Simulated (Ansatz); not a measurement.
# GeSb2Te4 under a change: uniaxial strain ε_zz = +3.36 %

The parent structure is GeSb$_{2}$Te$_{4}$ (space group R-3m, No. 166; a = 4.248 Å, c = 40.192 Å (hexagonal axes)). Axes: x lies along a and z along c of the hexagonal cell.

The change: uniaxial strain ε_zz = +3.36 %, all other strain components held at zero, atoms relaxed at fixed cell.

Method: Ansatz (an electronic-structure program) PBE-D3(BJ), no spin-orbit coupling. Γ-centred 9×9×9 mesh, Fermi–Dirac width 0.05 eV.

Volume per atom: 30.92 Å³ (base 29.91 Å³)
Shortest interatomic distance: 2.984 Å (base 2.965 Å)
Energy relative to the base (free energy F): +4.9 meV/atom
Pressure (mean of the normal stresses, compression positive): -0.93 GPa (base 0.00 GPa)
Band gap: 0.30 eV (base 0.10 eV)
Gap character: indirect, T → F–Γ (86 % along) (base direct at T)
Smallest direct gap: 0.34 eV (base 0.10 eV)
Width of the top valence band: 1.31 eV (base 1.47 eV)
Stress (xx, yy, zz, yz, xz, xy; compression positive): (-0.69, -0.69, -1.40, 0.00, 0.00, 0.00) GPa

Final structure:

```yaml
crystal:
  lattice:
    - [2.12400, 1.22629, 13.84750]
    - [-2.12400, 1.22629, 13.84750]
    - [0.00000, -2.45258, 13.84750]
  atoms:
    - { symbol: Ge, position: [0.00000, 0.00000, 0.00000] }
    - { symbol: Sb, position: [0.42294, 0.42294, 0.42294] }
    - { symbol: Sb, position: [0.57706, 0.57706, 0.57706] }
    - { symbol: Te, position: [0.13126, 0.13126, 0.13126] }
    - { symbol: Te, position: [0.86874, 0.86874, 0.86874] }
    - { symbol: Te, position: [0.29242, 0.29242, 0.29242] }
    - { symbol: Te, position: [0.70758, 0.70758, 0.70758] }
```

Cost of the whole job for the changed cell (relaxation, final SCF and bands): about 8 core-minutes (a rough figure).

With Sb and Te present, leaving out spin-orbit coupling can change the band edges. Whether these cells are dynamically stable was not tested. The D3 term's C6 switches between coordination references near this geometry, which can add small steps to energies. The zero or small gap of GeSb2Te4 can change with the level of theory.
